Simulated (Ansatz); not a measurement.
# YN, pressure series

Take YN in the rock salt structure (space group Fm-3m, No. 225; a = 4.906 Å) as the base.

Cell and atoms are relaxed at each pressure.

Level of theory: plane-wave PAW DFT at the PBE level (Ansatz, a quantum-chemistry and plane-wave program, 420 eV), spin-orbit coupling left out.

Candidates:
(a) pressure 1.5 GPa
(b) pressure 5 GPa
(c) pressure 7.5 GPa

For the base:

The band gap is 0.21 eV.

**Question.** Order them by band gap, highest first.

**Answer.** (a) pressure 1.5 GPa (0.20 eV), (b) pressure 5 GPa (0.16 eV), (c) pressure 7.5 GPa (0.14 eV)

Load acts through the strain it causes; cell and atoms are relaxed under it. Stability against distortions was not tested. Competing high-pressure phases were not computed. The base started in Pnma and relaxed to Fm-3m at this level. The zero or small gap of YN can change with the level of theory.
